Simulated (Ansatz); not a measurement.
Take HgTe in the zinc blende structure (space group F-43m, No. 216) as the base.

```yaml
crystal:
  lattice:
    - [0.00000, 3.25489, 3.25489]
    - [3.25489, 0.00000, 3.25489]
    - [3.25489, 3.25489, 0.00000]
  atoms:
    - { symbol: Hg, position: [0.00000, 0.00000, 0.00000] }
    - { symbol: Te, position: [0.25000, 0.25000, 0.25000] }
```

Cartesian axes are those of the cell as printed.

Method: PBEsol (Ansatz, a first-principles code, PAW, scalar-relativistic without spin-orbit coupling).

One thing is altered: an isotropic linear strain of +1.50 %, atoms relaxed at fixed cell.

### Question
Predict the stress tensor and what it implies for the stiffness.

### Answer
Stress of the strained cell less that of the base (GPa, compression positive):
```
   -1.7     0.0     0.0
    0.0    -1.7     0.0
    0.0     0.0    -1.7
```

Then B = −ΔP/(ΔV/V₀) with ΔV/V₀ = 0.0457 gives secant stiffness values (nonlinear terms included at this strain): B ≈ 37 GPa.

As a check, the harmonic strain energy −½ V₀ Δσ:ε is 8.1 meV/atom; the computed energy rise is 8.6 meV/atom.

Whether these cells are dynamically stable was not tested. The final runs are not spin-polarised.
